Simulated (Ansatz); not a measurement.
Worked example: self-consistent single point of Te (C2, 3 atoms in the cell) in Ansatz (a first-principles code).

Computed with LDA (PW92), default PAW files made with PBE (plane waves; Ansatz).

```yaml
crystal:
  lattice:
    - [2.21885, -3.84316, 0.00000]
    - [2.21885, 3.84316, 0.00000]
    - [0.00000, 0.00000, 5.90035]
  atoms:
    - { symbol: Te, position: [0.00000, 0.26300, 0.66667] }
    - { symbol: Te, position: [0.74827, 0.74827, 0.00000] }
    - { symbol: Te, position: [0.26300, 0.00000, 0.33333] }
```

Reference input (self-consistent single point, DFT, LDA (PW92), plane waves, default PAW files made with PBE): basis.ecutwfc = 420 eV; kpoints.mp_grid.grid = 7 7 4; hamiltonian.xc = lda; hamiltonian.pseudopotentials = {kind: paw} (the program's default PAW files); scf.occupations.method = fermi_dirac; scf.occupations.width = 0.02 eV. This run's input differs from it in these lines:

Ansatz 0.2 input:
```diff
@@ -14,3 +14,3 @@
   mp_grid:
-    grid: [7, 7, 4]
+    grid: [17, 17, 11]
 hamiltonian:
```

Output, abridged:

```
SCF iter   1: F=—  HF=-20481.514564 eV  |F-HF|=—  |Δ(HF+E_count)|=         —  Δρ=4.29e-3  dr2=6.67e-3  ethr=1.77e-3  ⟨swp⟩=7.9  Hψ=117339  notcnv=0
all-band conjugate gradients solve this SCF's bands
preconditioner: auto → Resta (q_TF=auto, 2.412 Å⁻¹)
SCF iter   2: F=—  HF=-20481.510247 eV  |F-HF|=—  |Δ(HF+E_count)|=   4.32e-3  Δρ=2.35e-3  dr2=2.25e-3  ethr=1.39e-5  ⟨swp⟩=2.2  Hψ=41422  notcnv=0  defer=506
   [... lines left out ...]
SCF iter   4: F=—  HF=-20481.509568 eV  |F-HF|=—  |Δ(HF+E_count)|=   4.03e-5  Δρ=1.02e-4  dr2=7.24e-6  ethr=1.99e-7  ⟨swp⟩=2.0  Hψ=44076  notcnv=0  defer=506
SCF iter   5: F=—  HF=-20481.509566 eV  |F-HF|=—  |Δ(HF+E_count)|=   1.02e-6  Δρ=3.57e-5  dr2=1.11e-6  ethr=1.51e-8  ⟨swp⟩=2.0  Hψ=40589  notcnv=0  defer=506
SCF iter   6: F=—  HF=-20481.509567 eV  |F-HF|=—  |Δ(HF+E_count)|=   3.55e-7  Δρ=1.06e-5  dr2=1.12e-7  ethr=2.30e-9  ⟨swp⟩=2.5  Hψ=44661  notcnv=0  defer=506
SCF iter   7: F=-20481.509567 eV  HF=-20481.509567 eV  |F-HF|=1.58e-9  |Δ(HF+E_count)|=   3.33e-8  Δρ=2.08e-6  dr2=4.25e-9  ethr=2.08e-10  ⟨swp⟩=8.1  Hψ=99280  notcnv=0
SCF 1 converged in 7 iterations: F = -20481.509567 eV  dr2 = 4.25e-9
Free energy (F): -20481.509567 eV
Internal energy: -20481.509567 eV  (E = F + TS)
E sigma→0 (E₀):  -20481.509567 eV
Entropy (-TS):   -0.000000 eV (-0.000 meV/atom)
Fermi energy:    8.776688 eV
--- Forces (eV/Å), atoms counted from 1 ---
  atom   1  Te     0.24841621     0.29251330    -0.05227973
  atom   2  Te    -0.49683284     0.00000000     0.00000000
  atom   3  Te     0.24841621    -0.29251330     0.05227973
--- Stress (GPa, compression-positive) ---
       -0.250362       0.000000       0.000000
        0.000000      -0.662093      -0.328047
        0.000000      -0.328047       0.214898
  P = ⅓ Tr σ = -0.2325 GPa (-2.325 kbar)
  The stress holds the Pulay correction. Without it, at fixed plane waves, as pw.x and ABINIT print it: P = -0.2709 GPa
```

The run converged in 7 iterations. Against the reference run the free energy hardly moves (within 1 meV/atom), the pressure stays at -0.23 GPa, the largest force moves little (0.489 to 0.497 eV/Å) and the gap on the mesh goes from 0.678 to 0.352 eV.

The starting cell has typed, rounded lattice constants, without a prior relaxation at this level. Its lattice was rescaled by up to half a per cent. One atom was moved a little off its site on purpose. Spin-orbit coupling is off. Ansatz's pressure includes its estimate of the finite-basis (Pulay) stress. Another mesh or the band path of this cell gives a smaller gap, so this value is not converged in the mesh.

Cost on one core of a shared machine: roughly 3 min.
